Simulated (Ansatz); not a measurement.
Method: PBE (plane waves to 420 eV, PAW; Ansatz, a quantum-chemistry and plane-wave program).

Electrostatic potential energy of an electron, averaged over planes parallel to the surface, in eV from the Fermi level, for a constructed model of the (111) surface of fcc Au, a pseudomorphic layer of Nb in the host's stacking (bottom of the slab: a bare face, its two planes held):

(z (Å), V (eV)): (3.73, 5.16); (4.02, 5.16); (4.31, 5.16); (4.59, 5.16); (4.88, 5.15); (5.17, 5.15); (5.45, 5.13); (5.74, 5.09); (6.03, 5.01); (6.31, 4.84); (6.60, 4.43); (6.89, 3.51); (7.18, 1.32); (7.46, -4.39); (7.75, -11.50); (8.04, -15.46); (8.32, -15.62); (8.61, -12.02); (8.90, -5.24); (9.19, 0.12); (9.47, 0.81); (9.76, -2.62); (10.05, -9.65); (10.33, -14.84); (10.62, -16.28); (10.91, -14.05); (11.19, -8.17); (11.48, -1.51); (11.77, 0.79); (12.06, -0.97); (12.34, -7.31); (12.63, -13.57); (12.92, -16.27); (13.20, -15.29); (13.49, -10.54); (13.78, -3.46); (14.06, 0.55); (14.35, 0.28); (14.64, -4.51); (14.93, -11.51); (15.21, -15.66); (15.50, -16.06); (15.79, -12.75); (16.07, -6.10); (16.36, -0.30); (16.65, 0.89); (16.94, -1.80); (17.22, -8.63); (17.51, -14.35); (17.80, -16.35); (18.08, -14.69); (18.37, -9.29); (18.66, -2.33); (18.94, 0.76); (19.23, -0.08); (19.52, -5.35); (19.81, -12.29); (20.09, -16.08); (20.38, -16.17); (20.67, -12.68); (20.95, -6.16); (21.24, -1.39); (21.53, -1.93); (21.81, -7.08); (22.10, -15.30); (22.39, -21.63); (22.68, -22.20); (22.96, -16.61); (23.25, -8.25); (23.54, -1.83); (23.82, 1.33); (24.11, 3.00); (24.40, 3.92); (24.69, 4.42); (24.97, 4.69); (25.26, 4.82); (25.55, 4.90); (25.83, 4.93); (26.12, 4.95); (26.41, 4.96); (26.69, 4.97); (26.98, 4.97)

Slab: 7 atoms, 14.6 Å thick at the start; k 15x15x1, smearing 0.1 eV, dipole-corrected; 2 atoms held, the rest relaxed; symmetry of the start imposed; no spin, no spin-orbit, no U. In PBE it is, or lies within 0.01 eV a 1x1 cell of, the lowest of the 2 structures of its composition computed so far; larger cells were not tried.

The vacuum level lies 4.97 eV above the Fermi level over the top face and 5.16 eV above it under the bottom face.
